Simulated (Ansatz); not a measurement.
Ansatz (a quantum-chemistry and plane-wave program) run on the (110) slab of CsH (cut from a parent of space group no. 221; 8 atoms in the cell): self-consistent single point.

Method of the run: LDA (PW92), default PAW files made with PBE (plane waves; Ansatz).

```
CELL_PARAMETERS angstrom
      3.79932     0.00000     0.00000
      0.00000     5.37305     0.00000
      0.00000     0.00000    22.05959
ATOMIC_POSITIONS crystal
  Cs 0.00000 0.25000 0.31732
  H  0.50000 0.75000 0.31732
  Cs 0.00000 0.75000 0.43911
  H  0.50000 0.25000 0.43911
  Cs 0.00000 0.25000 0.56089
  H  0.50000 0.75000 0.56089
  Cs 0.00000 0.75000 0.68268
  H  0.50000 0.25000 0.68268
```

Reference input (self-consistent single point, DFT, LDA (PW92), plane waves, default PAW files made with PBE): basis.ecutwfc = 420 eV; kpoints.mp_grid.grid = 6 4 1; hamiltonian.xc = lda; hamiltonian.pseudopotentials = {kind: paw} (the program's default PAW files); scf.occupations.method = fermi_dirac; scf.occupations.width = 0.05 eV. This run's input differs from it in these lines:

Ansatz 0.2 input:
```diff
@@ -17,3 +17,3 @@
 kpoints:
-  mp_grid: { grid: [6, 4, 1] }
+  mp_grid: { grid: [5, 4, 1] }
 hamiltonian:
```

Log, with long lists cut:

```
SCF iter   1: F=—  HF=-22083.047275 eV  |F-HF|=—  |Δ(HF+E_count)|=         —  Δρ=6.05e-3  dr2=2.28e-1  ethr=1.77e-3  ⟨swp⟩=14.3  Hψ=1999  notcnv=0
all-band conjugate gradients solve this SCF's bands
preconditioner: auto → Resta (q_TF=auto, 1.822 Å⁻¹)
SCF iter   2: F=—  HF=-22082.977270 eV  |F-HF|=—  |Δ(HF+E_count)|=   7.00e-2  Δρ=1.65e-3  dr2=1.44e-2  ethr=5.70e-4  ⟨swp⟩=2.6  Hψ=423  notcnv=0  defer=22
   [... lines left out ...]
SCF iter   4: F=—  HF=-22082.975599 eV  |F-HF|=—  |Δ(HF+E_count)|=   3.56e-4  Δρ=1.31e-4  dr2=1.03e-4  ethr=2.06e-6  ⟨swp⟩=2.6  Hψ=376  notcnv=0  defer=22
SCF iter   5: F=—  HF=-22082.975638 eV  |F-HF|=—  |Δ(HF+E_count)|=   3.89e-5  Δρ=1.98e-5  dr2=2.68e-6  ethr=2.59e-7  ⟨swp⟩=2.8  Hψ=387  notcnv=0  defer=22
SCF iter   6: F=—  HF=-22082.975571 eV  |F-HF|=—  |Δ(HF+E_count)|=   6.71e-5  Δρ=4.83e-6  dr2=1.47e-7  ethr=6.71e-9  ⟨swp⟩=2.0  Hψ=398  notcnv=0  defer=22
SCF iter   7: F=-22082.975571 eV  HF=-22082.975571 eV  |F-HF|=2.65e-9  |Δ(HF+E_count)|=   1.52e-7  Δρ=1.43e-6  dr2=1.23e-8  ethr=2.50e-10  ⟨swp⟩=13.6  Hψ=1379  notcnv=0
SCF 1 converged in 7 iterations: F = -22082.975571 eV  dr2 = 1.23e-8
Free energy (F): -22082.975571 eV
Internal energy: -22082.975571 eV  (E = F + TS)
E sigma→0 (E₀):  -22082.975571 eV
Fermi energy:    1.509262 eV
--- Forces (eV/Å), atoms counted from 1 ---
  atom   1  Cs     0.00000000     0.00000000     0.10091568
  atom   2  H      0.00000000     0.00000000     0.20679856
  atom   3  Cs     0.00000000     0.00000000    -0.03472537
  atom   4  H      0.00000000     0.00000000    -0.06076006
  atom   5  Cs     0.00000000     0.00000000     0.03472537
  atom   6  H      0.00000000     0.00000000     0.06076006
  atom   7  Cs     0.00000000     0.00000000    -0.10091568
  atom   8  H      0.00000000     0.00000000    -0.20679856
--- Stress (GPa, compression-positive) ---
       -0.591158       0.000000       0.000000
        0.000000      -1.613218       0.000000
        0.000000       0.000000      -0.791185
  P = ⅓ Tr σ = -0.9985 GPa (-9.985 kbar)
  The stress holds the Pulay correction. Without it, at fixed plane waves, as pw.x and ABINIT print it: P = -1.0111 GPa
```

The run converged in 7 iterations. Against the reference run the free energy is nearly the same (within 1 meV/atom), the largest force stays at 0.207 eV/Å and the gap on the mesh goes from 2.274 to 2.435 eV.

The starting cell comes from a database of computed structures (which also holds hypothetical and non-ambient phases and stackings), without a prior relaxation at this level. The slab is cut from that crystal, and its faces are unrelaxed. Its lattice was rescaled by up to half a per cent. Another mesh or the band path of this cell gives a smaller gap, so this value is not converged in the mesh.
